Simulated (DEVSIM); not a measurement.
System: Al/AlN/p-Ge capacitor, at 300 K.

| layer (left to right) | material | thickness (nm) | Na (cm⁻³) |
|---|---|---|---|
| 1 | AlN | 22.0 | - |
| 2 | Ge | 4300 | 1.9e16 |

Metal gate on the left, work function 4.1 eV. Fixed charge at the semiconductor interface 5.4e11 cm⁻² (in units of +e); no interface traps.

The device is made up for the run: typed textbook-type constants, with dimensions and the other settings drawn at random. Values at 300 K.

| parameter | AlN | Ge |
|---|---|---|
| gap (eV) | 6.1 | 0.664 |
| affinity (eV) | 1.9 | 4 |
| permittivity | 8.5 | 16 |
| Nc (cm⁻³) | - | 1.04e19 |
| Nv (cm⁻³) | - | 6e18 |

Model (solved in DEVSIM): 1D Poisson equation in equilibrium, Boltzmann statistics, complete ionisation; no quantum confinement or tunnelling. Metal contacts follow the ideal Schottky-Mott rule: no Fermi-level pinning, no interface dipoles.

### Question
Tabulate band edges, carrier densities and field at -0.3 V on the gate.

### Answer
Energies count from the Fermi level of the right contact; mesh points crowd at the junctions.

| x (μm) | Ec (eV) | Ev (eV) | n (cm⁻³) | p (cm⁻³) | field (V/cm) |
|---|---|---|---|---|---|
| 0.000 | 2.500 | -3.600 | < 1e2 | < 1e2 | -58000 |
| 0.001558 | 2.491 | -3.609 | < 1e2 | < 1e2 | -58000 |
| 0.004978 | 2.471 | -3.629 | < 1e2 | < 1e2 | -58000 |
| 0.01207 | 2.430 | -3.670 | < 1e2 | < 1e2 | -58000 |
| 0.01929 | 2.389 | -3.711 | < 1e2 | < 1e2 | -58000 |
| 0.02147 | 2.376 | -3.724 | < 1e2 | < 1e2 | -58000 |
| 0.02270 | 0.276 | -0.388 | 2.4e14 | 1.8e12 | 30000 |
| 0.02695 | 0.288 | -0.376 | 1.5e14 | 2.9e12 | 29000 |
| 0.03557 | 0.313 | -0.351 | 5.8e13 | 7.6e12 | 28000 |
| 0.05521 | 0.363 | -0.301 | 8.4e12 | 5.2e13 | 23000 |
| 0.1038 | 0.451 | -0.213 | 2.7e11 | 1.6e15 | 13000 |
| 0.2924 | 0.515 | -0.149 | 2.3e10 | 1.9e16 | 120 |
| 0.6761 | 0.515 | -0.149 | 2.3e10 | 1.9e16 | ≈ 0 |
| 1.602 | 0.515 | -0.149 | 2.3e10 | 1.9e16 | ≈ 0 |
| 3.369 | 0.515 | -0.149 | 2.3e10 | 1.9e16 | ≈ 0 |
| 3.928 | 0.515 | -0.149 | 2.3e10 | 1.9e16 | ≈ 0 |
| 4.159 | 0.515 | -0.149 | 2.3e10 | 1.9e16 | ≈ 0 |
| 4.255 | 0.515 | -0.149 | 2.3e10 | 1.9e16 | ≈ 0 |
| 4.302 | 0.515 | -0.149 | 2.3e10 | 1.9e16 | ≈ 0 |
| 4.315 | 0.515 | -0.149 | 2.3e10 | 1.9e16 | ≈ 0 |
| 4.319 | 0.515 | -0.149 | 2.3e10 | 1.9e16 | ≈ 0 |
| 4.322 | 0.515 | -0.149 | 2.3e10 | 1.9e16 | ≈ 0 |
